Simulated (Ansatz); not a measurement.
Carrier properties of K2PtBr6 (Fm-3m)

```xyz
9
Lattice="0.0000 5.1245 5.1245 5.1245 0.0000 5.1245 5.1245 5.1245 0.0000" Properties=species:S:1:pos:R:3 pbc="T T T"
K      2.5623     2.5623     2.5623
K      7.6868     7.6868     7.6868
Pt     0.0000     0.0000     0.0000
Br     5.1245     2.4679     5.1245
Br     5.1245     7.7812     5.1245
Br     7.7812     5.1245     5.1245
Br     2.4679     5.1245     5.1245
Br     5.1245     5.1245     2.4679
Br     5.1245     5.1245     7.7812
```

Method: PBEsol, rigid bands (plane waves, PAW, scalar-relativistic; Ansatz, an electronic-structure program). How the cell was made: cell and atoms relaxed with PBEsol.

| Item | Value |
|---|---|
| band gap | 0.98 eV |
| electron conductivity mass (300 K, dilute) | 0.45 mₑ |
| effective density of states N_c (300 K) | 2.1e19 cm⁻³ |
| density-of-states mass, electrons | 0.89 mₑ |
| Seebeck coefficient, n-type 1e19 cm⁻³, 300 K | -283 μV/K |
| best n-type power factor at 300 K for τ = 10 fs (best axis; densities from 1e16 to 1e21 cm⁻³ tried, whether or not they can be reached) | 7.6 μW/(cm·K²) at 1e20 cm⁻³ |

Rigid bands; masses and Seebeck coefficients take one relaxation time τ for all states and one kind of carrier; polarons and phonon drag are left out. Spin-orbit coupling is left out; with 5d elements it also splits d-like band edges.

Formula and space group known from diffraction (Crystallography Open Database), not checked to be the room-temperature form: K2PtBr6 (Fm-3m).
